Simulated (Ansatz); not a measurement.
Take HgTe in the zinc blende structure (space group F-43m, No. 216; a = 6.4350 Å) as the base. Axes: x, y, z lie along the cube axes.

Computed with plane-wave PAW DFT at the LDA level (Ansatz, a quantum-chemistry and plane-wave program, 420 eV), without spin-orbit coupling.

Before the change:

The shortest interatomic distance is 2.786 Å and the pressure is 0.0 GPa.

Now apply this change: uniaxial strain ε_zz = +3.00 %, all other strain components held at zero, atoms relaxed at fixed cell.

Task: How does this affect the shortest interatomic distance, pressure and energy relative to the base?

Result: The shortest interatomic distance increases by 0.0281 Å (2.786 Å → 2.815 Å); the pressure (mean of the normal stresses, compression positive) goes from zero to -1.3 GPa; the energy rises by 5.3 meV/atom.

The mesh was chosen for an insulator and is coarse for the gapless case. Whether these cells are dynamically stable was not tested. The final runs are not spin-polarised.
